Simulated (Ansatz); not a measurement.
zinc blende CdS; conventional cell a = b = c = 5.7553 Å, α = β = γ = 90.00°.

The cell was generated from a structure type, relaxed within its symmetry, and need not be the phase found at ambient conditions. Dynamical quadrupoles are not included in the interpolation of the phonons between the solved wave vectors.

Problem. What linear thermal expansion coefficient does quasi-harmonic lattice dynamics on LDA in Ansatz (a first-principles code) give at 400 K, and what isobaric heat capacity per mole of formula units and Grüneisen parameter?

Solution. α = 4.1 × 10⁻⁶ K⁻¹; C_P = 47.8 J/(mol K); γ = 0.47. No phase change or melting is allowed for: the numbers belong to this structure as given.

The PAW data sets were generated under PBE and serve the other functionals too.
